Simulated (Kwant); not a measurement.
Device: wire with a row of barriers in a InAs two-dimensional gas. Effective mass 0.023 mₑ, grid spacing 2.5 nm, hard walls, nominal width 60 nm (23 grid rows, so walls 60 nm apart), one parabolic valley, scattering region 250 nm long along x; energies count from the band bottom; Fermi energy swept from 0.0036331 to 0.043144 eV. 4 barrier(s) across the wire, height 0.29 eV, thickness 7.5 nm (about 3 grid columns), spaced by 30 nm.

The device is made up for the run: typed textbook-type constants, with dimensions and the other settings drawn at random.

Model: effective-mass tight-binding model on a square grid, one spin, coherent transport at 0 K (Kwant). Conductance is in e²/h.

### Question
How many channels do the leads carry at E = 29.7, 30.7, 36.2 meV?

### Answer
The hard-wall thresholds are n² ħ²π²/(2mW²) = n² × 4.54 meV with W = 60 nm. √(29.7/4.54) = 2.56, so 2. √(30.7/4.54) = 2.60, so 2. √(36.2/4.54) = 2.82, so 2.
